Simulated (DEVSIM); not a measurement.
System: abrupt CdTe p-n junction, at 400 K.

```csv
layer (left to right),material,thickness (μm),Nd (cm⁻³),Na (cm⁻³),τn (s),τp (s)
1,CdTe,0.350,-,3.9e17,8.1e-9,8.1e-9
2,CdTe,42.0,2.3e17,-,8.1e-9,8.1e-9
```

Left contact: ohmic. Right contact: ohmic. Voltage is applied to the left contact. Recombination: SRH at mid-gap, radiative. Mobility is μmin + (μ − μmin)/(1 + (N/Nref)^α).

The device is made up for the run: typed textbook-type constants, with dimensions and the other settings drawn at random. Values at 300 K; Nc and Nv go as T^1.5, mobilities as T to minus their exponent, the gap by Varshni's rule with the affinity fixed.

```
parameter            CdTe
----------------  -------
gap (eV)              1.5
affinity (eV)        4.28
permittivity         10.2
Nc (cm⁻³)            8e17
Nv (cm⁻³)          1.8e19
μn (cm²/Vs)          1000
μp (cm²/Vs)            80
μn,min                100
μp,min                 10
Nref,n               1e17
Nref,p               1e17
αn                    0.6
αp                    0.6
T exponent of μn      1.7
T exponent of μp      1.5
B (cm³/s)           1e-10
Varshni α (eV/K)  0.00031
Varshni β (K)         108
```

Model (solved in DEVSIM): 1D drift-diffusion, Boltzmann statistics, complete ionisation; no tunnelling, impact ionisation, image-force lowering or self-heating.

The temperature was swept, all else fixed.

```tsv
temperature (K)	dark forward voltage at 100 A/cm² (V)	potential step across the device at zero bias (V)	dark forward voltage at 1 A/cm² (V)
250	1.336	1.417	1.213
300	1.275	1.369	1.127
350	[?]	1.318	[?]
400	1.145	1.266	0.946
450	1.080	1.212	0.852
500	1.010	1.156	0.757
```

### Question
Fill in the missing entries.

### Answer

- 350, dark forward voltage at 100 A/cm² (V): 1.211
- 350, dark forward voltage at 1 A/cm² (V): 1.037
